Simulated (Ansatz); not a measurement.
## Pressure series in hypothetical P6_3/mmc PbS

Base system: PbS (space group P6_3/mmc, No. 194; a hypothetical phase, not in the database extracts checked).

```
CELL_PARAMETERS angstrom
      5.00122     0.00000     0.00000
     -2.50061     4.33119     0.00000
      0.00000     0.00000     5.98247
ATOMIC_POSITIONS crystal
  Pb 0.66667 0.33333 0.25000
  Pb 0.33333 0.66667 0.75000
  S  0.66667 0.33333 0.75000
  S  0.33333 0.66667 0.25000
```

Cell and atoms are relaxed at each pressure.

All numbers come from r2SCAN in Ansatz (plane waves to 500 eV, PAW, scalar-relativistic without spin-orbit coupling).

Candidates:
(a) pressure −2 GPa
(b) pressure 0.7 GPa
(c) pressure −1 GPa
(d) pressure 3 GPa
(e) pressure 0.3 GPa

For the base:

The width of the top valence band comes out as 2.02 eV.

**Question.** Order them by width of the top valence band, highest first.

**Answer.** (d) pressure 3 GPa (2.33 eV), (b) pressure 0.7 GPa (2.10 eV), (e) pressure 0.3 GPa (2.06 eV), (c) pressure −1 GPa (1.91 eV), (a) pressure −2 GPa (1.79 eV)

With Pb present, leaving out spin-orbit coupling can change the band edges. The levels and masses belong to the bands next to the band gap. Load acts through the strain it causes; cell and atoms are relaxed under it. No phonon test of stability was made. The base started in P6_3mc and relaxed to P6_3/mmc at this level.

Ansatz is a first-principles code.
